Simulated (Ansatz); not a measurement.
**MgO: response to strain**

The reference is MgO in the rock salt structure (space group Fm-3m, No. 225; a = 4.159 Å). Axes: x, y, z lie along the cube axes.

Strains are applied to the cell and any free atomic positions relax; under biaxial strain the out-of-plane vector relaxes too.

Calculations: LDA in Ansatz (plane waves to 420 eV, PAW, spin-orbit coupling left out).

Notes on the quantities. pressure: mean of the normal stresses, compression positive.

| case | pressure | shortest interatomic distance | out-of-plane strain |
|---|---|---|---|
| base | -0.01 GPa | 2.080 Å | – |
| biaxial strain −2.50 %, plane normal [111], relaxed out of plane | 7.78 GPa | 2.052 Å | +0.93 % |
| biaxial strain −2.08 %, plane normal [111], relaxed out of plane | 6.36 GPa | 2.056 Å | +0.77 % |
| biaxial strain −1.67 %, plane normal [111], relaxed out of plane | 5.02 GPa | 2.061 Å | +0.62 % |
| biaxial strain −1.25 %, plane normal [111], relaxed out of plane | 3.69 GPa | 2.066 Å | +0.46 % |
| biaxial strain −0.42 %, plane normal [111], relaxed out of plane | 1.19 GPa | 2.075 Å | +0.16 % |
| biaxial strain +0.42 %, plane normal [111], relaxed out of plane | -1.16 GPa | 2.084 Å | -0.16 % |
| biaxial strain +1.67 %, plane normal [111], relaxed out of plane | -4.38 GPa | 2.098 Å | -0.63 % |
| biaxial strain +2.08 %, plane normal [111], relaxed out of plane | -5.36 GPa | 2.103 Å | -0.78 % |
| biaxial strain +2.50 %, plane normal [111], relaxed out of plane | -6.33 GPa | 2.108 Å | -0.94 % |

Whether these cells are dynamically stable was not tested.

Ansatz is a quantum-chemistry and plane-wave program.
